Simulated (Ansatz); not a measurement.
Ba2HfO4: pressure series

Consider Ba$_{2}$HfO$_{4}$ (space group I4/mmm, No. 139; a = 4.151 Å, c = 13.432 Å; a cell from a computed database, its experimental status unchecked).

Cell and atoms are relaxed at each pressure.

The values are results of r2SCAN+rVV10 (Ansatz, a program for electronic structure), no spin-orbit coupling, earlier PAW set, not measurements.

```tsv
variant	lattice parameter a	electron mass	band gap
base	4.151 Å	0.73 mₑ along k, 0.47 mₑ across (at M)	3.76 eV
pressure −2 GPa	4.173 Å	0.73 mₑ along k, 0.47 mₑ across (at M)	3.78 eV
pressure −1 GPa	4.162 Å	0.73 mₑ along k, 0.47 mₑ across (at M)	3.77 eV
pressure 0.3 GPa	4.149 Å	0.73 mₑ along k, 0.47 mₑ across (at M)	3.76 eV
pressure 0.7 GPa	4.144 Å	0.73 mₑ along k, 0.47 mₑ across (at M)	3.76 eV
pressure 1.5 GPa	4.137 Å	0.73 mₑ along k, 0.46 mₑ across (at M)	3.75 eV
pressure 3 GPa	4.122 Å	0.72 mₑ along k, 0.46 mₑ across (at M)	3.74 eV
pressure 5 GPa	4.104 Å	0.72 mₑ along k, 0.46 mₑ across (at M)	3.73 eV
pressure 7.5 GPa	4.082 Å	0.72 mₑ along k, 0.45 mₑ across (at M)	3.71 eV
pressure 10 GPa	4.063 Å	0.71 mₑ along k, 0.45 mₑ across (at M)	3.69 eV
```

With Hf present, leaving out spin-orbit coupling can change the band edges. Load acts through the strain it causes; cell and atoms are relaxed under it. Masses are band curvatures over ±0.01 Å⁻¹ around the edge. Along k means along the line from Γ to the band edge. No phonon test of stability was made. Competing high-pressure phases were not computed.
